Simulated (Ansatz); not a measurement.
Take LiF in the rock salt structure (space group Fm-3m, No. 225; a = 4.008 Å) as the base. Axes: x, y, z lie along the cube axes.

Method: PBEsol, PAW, 420 eV (Ansatz, a quantum-chemistry and plane-wave program; spin-orbit coupling left out).

For the base:

* **Band gap**: 9.05 eV

Perturbation: the cell is stretched by 1.00 % along z with no lateral relaxation, atoms relaxed at fixed cell.

What does the calculation give for the valence-band top at Γ after the change?

The valence-band top at Γ (three highest levels, from the VBM) amounts to 0.00, -0.02, -0.02 eV.

What happens to the stress?

The stress (xx, yy, zz, yz, xz, xy; compression positive) amounts to (-0.45, -0.45, -1.19, 0.00, 0.00, 0.00) GPa.

Predict the new band gap.

The band gap falls by 0.10 eV to 8.95 eV.

The cells carry an imposed strain or load. Whether these cells are dynamically stable was not tested.
